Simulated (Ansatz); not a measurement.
**NaOH, pressure series**

Take NaOH (space group P2_1, No. 4; a cell from a computed database, its experimental status unchecked) as the base.

```cif
data_H2Na2O2
_chemical_formula_sum 'Na2 H2 O2'
_space_group_name_H-M_alt 'P 1'
_space_group_IT_number 1
_cell_length_a 3.49286
_cell_length_b 3.39356
_cell_length_c 5.09421
_cell_angle_alpha 90.000
_cell_angle_beta 106.124
_cell_angle_gamma 90.000
loop_
_space_group_symop_operation_xyz
  'x, y, z'
loop_
_atom_site_label
_atom_site_type_symbol
_atom_site_fract_x
_atom_site_fract_y
_atom_site_fract_z
_atom_site_occupancy
Na1 Na 0.16584 0.79661 0.29923 1
Na2 Na 0.83416 0.29661 0.70077 1
H1 H 0.46040 0.93724 0.93330 1
H2 H 0.53960 0.43724 0.06670 1
O1 O 0.34385 0.76610 0.77326 1
O2 O 0.65615 0.26610 0.22674 1
```

Cell and atoms are relaxed at each pressure.

All numbers come from DFT with PBEsol, PAW potentials and a 420 eV plane-wave cutoff in Ansatz (a quantum-chemistry and plane-wave program), no spin-orbit coupling.

Two rows of this table had their results exchanged by mistake.

| pressure | volume per atom (Å³) | shortest distance (Å) | band gap |
|---|---|---|---|
| pressure −2 GPa | 10.32 | 0.987 | 3.28 eV |
| pressure −1 GPa | 9.08 | 0.995 | 3.98 eV |
| pressure 0.3 GPa | 9.59 | 0.992 | 3.68 eV |
| pressure 0.7 GPa | 9.51 | 0.993 | 3.73 eV |
| pressure 1.5 GPa | 9.34 | 0.994 | 3.83 eV |
| pressure 3 GPa | 9.96 | 0.990 | 3.44 eV |
| pressure 5 GPa | 8.78 | 0.997 | 4.16 eV |
| pressure 7.5 GPa | 8.47 | 0.999 | 4.36 eV |
| pressure 10 GPa | 8.21 | 1.000 | 4.54 eV |

Question: Which two?

Answer: The rows for pressure −1 GPa and pressure 3 GPa: the volume has to fall steadily with pressure, so 9.96 Å³ belongs to pressure −1 GPa and 9.08 Å³ to pressure 3 GPa.

Load acts through the strain it causes; cell and atoms are relaxed under it. Whether these cells are dynamically stable was not tested. No other phases were tried under pressure.
